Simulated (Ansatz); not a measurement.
Relaxation of the outer planes of the (331) surface of fcc Pb in its 1x1 cell, outermost plane spacing 1.16 Å in the ideal cut.

Level of theory: PBE (plane waves to 420 eV, PAW; Ansatz, an electronic-structure program).

Set-up: 10 atoms, 10.4 Å thick at the start (thin: gaps and levels are the slab's own); mesh 11x5x1; 0.1 eV smearing; dipole correction on; all atoms relaxed; held to the part of the start's symmetry that mesh and held atoms allow; no spin, no spin-orbit, no U.

| plane | atoms | bulk spacing to the next (Å) | relaxed spacing (Å) | change (%) | rumpling (Å) |
|---|---|---|---|---|---|
| 1 | Pb | 1.156 | 0.951 | -17.8 | 0.00 |
| 2 | Pb | 1.156 | 1.032 | -10.7 | 0.00 |
